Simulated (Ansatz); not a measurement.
Functionals compared on the (210) surface of germanium, no caps (bottom of the slab: built like the top, H on every dangling bond, free), in Ansatz (plane waves, PAW). The structure was relaxed with PBE; the other rows are single points on it. Cutoff 420 eV (500 eV for r2SCAN).

Set-up: 21 atoms, 11.6 Å thick at the start with caps and adatoms (thin: gaps and levels are the slab's own); mesh 6x5x1; 0.025 eV smearing; dipole correction on; 3 atoms held, the rest relaxed; no symmetry held; no spin, no spin-orbit, no U. In PBE it is, or lies within 0.01 eV a 1x1 cell of, the lowest of the 2 structures of its composition computed so far; larger cells were not tried. These notes are the PBE run's.

```csv
functional,gap of the slab on its k-mesh (eV),highest filled level below the top vacuum level (eV),rough cost of the single point
PBE,0.24,4.38,–
r2SCAN,0.37,4.59,very roughly 8 core-minutes
```

Ansatz is a first-principles code.
